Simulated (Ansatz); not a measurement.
**TiC: response to strain**

Consider TiC in the rock salt structure (space group Fm-3m, No. 225; relaxed with 0.1 eV smearing).

```xyz
2
Lattice="0.0000 2.1639 2.1639 2.1639 0.0000 2.1639 2.1639 2.1639 0.0000" Properties=species:S:1:pos:R:3 pbc="T T T"
Ti     0.0000     0.0000     0.0000
C      2.1639     2.1639     2.1639
```

Strains are applied to the cell and any free atomic positions relax.

Computed with Kohn–Sham DFT with the r2SCAN functional, run in Ansatz (a program for electronic structure) with PAW and 500 eV plane waves, no spin-orbit coupling.

Notes on the quantities. energy relative to the base: free energy F.

```csv
isotropic strain (%),energy relative to the base (meV/atom)
-3,73.5
-2.5,50.3
-2,?
-1.5,17.6
-1,7.7
-0.5,1.9
0,0.0
```

**Question.** Fit ΔE = Aε² + Bε³ (ε in %) to the rows shown and predict the withheld row.

**Answer.** Least squares on the printed values gives A = 7.47 and B = -0.23 meV/atom (largest residual 0.0 meV/atom); this predicts 31.7 meV/atom, and the run gives 31.7 meV/atom, in agreement.

No phonon test of stability was made. All final runs are without spin polarisation.
